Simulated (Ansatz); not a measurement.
Tunnelling through a barrier is set by its complex band structure: the current falls as exp(−2κd) with the smallest κ.

Given:

```yaml
crystal:
  lattice:
    - [3.86997, 0.00000, 0.00000]
    - [0.00000, 5.47297, 0.00000]
    - [1.93499, -2.73649, 1.93499]
  atoms:
    - { symbol: Al, position: [0.00000, 0.00000, 0.00000] }
    - { symbol: P, position: [0.50000, 0.75000, 0.00000] }
```

The cell is taken as given.

Transport runs along the normal of the first two printed cell vectors, the (110) plane of the conventional cell.

No gap correction and no spin-orbit coupling; mid-gap is the computed energy nearest the middle.

Predict the band gap and the smallest decay constant κ at mid-gap from Ansatz (a quantum-chemistry and plane-wave program) with PBEsol.

Gap 1.46 eV on a 16×16×16 mesh; κ = 0.148 1/Å, at the zone centre.
